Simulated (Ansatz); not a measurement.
The reference is TiAl (space group P4/mmm, No. 123; a = 2.796 Å, c = 4.038 Å; relaxed with 0.1 eV smearing).

Method: PBEsol (Ansatz, a program for electronic structure), no SOC.

Before the change:

| Quantity | Result |
|---|---|
| Pressure | 0.0 GPa |

One thing is altered: every lattice vector is stretched by 2.50 %; the atoms relax in the strained cell.

Q: What does the calculation give for the energy relative to the base after the change?

A: The energy grows by 31 meV/atom.

Q: Estimate the effect on the pressure.

A: The pressure (mean of the normal stresses, compression positive) goes from zero to -7.7 GPa.

Whether these cells are dynamically stable was not tested. All final runs are without spin polarisation.
